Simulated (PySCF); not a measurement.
PySCF 2.14.0, MP2 (frozen core)/cc-pvdz: Al(Me)2(OSiOH3) ([CH3][Al]([CH3])[O][Si](O)(O)O), 17 atoms. The geometry is a generated start, not checked to be a minimum at this level.

```json
{
  "task": "mp2",
  "basis": "cc-pvdz",
  "two_electron_scheme": "exact four-centre integrals",
  "frozen_core": "true",
  "mf.init_guess": "minao (default)",
  "mf.DIIS": "CDIIS (default)",
  "mf.diis_space": "8 (default)",
  "mf.conv_tol": "1e-09 (default)",
  "basis functions (reference run)": "165"
}
```

On 4 threads, 1 BLAS thread. Build: conda-forge: OpenMP (GNU), OpenBLAS with its own threads, libcint, Libxc. Single runs; times are not shown.

Values of mol.max_memory tried: 8000 MB, 4000 MB, 2000 MB, 1000 MB, 500 MB, 300 MB, 200 MB.

Task: How low can the memory setting go, and what changes on the way?

Result: It runs down to 200 MB, the lowest tried, with the same result. At 8000 MB: SCF integrals in memory, transformation in memory. From 1000 MB down: SCF integrals in memory, transformation through a file. From 500 MB down: direct SCF, transformation through a file.

```csv
mol.max_memory,path,peak memory
8000 MB,"SCF integrals in memory, transformation in memory",1.2 GiB
4000 MB,"SCF integrals in memory, transformation in memory",1.2 GiB
2000 MB,"SCF integrals in memory, transformation in memory",1.2 GiB
1000 MB,"SCF integrals in memory, transformation through a file",1.6 GiB
500 MB,"direct SCF, transformation through a file",0.87 GiB
300 MB,"direct SCF, transformation through a file",0.87 GiB
200 MB,"direct SCF, transformation through a file",0.87 GiB
```

Peak memory is the kernel's count for the largest process, libraries included and scratch files not. The peak passes the setting at 1000 MB, 500 MB, 300 MB, 200 MB: it is no hard cap. MP2's transformation through a file may take 2000 MB even at lower settings.
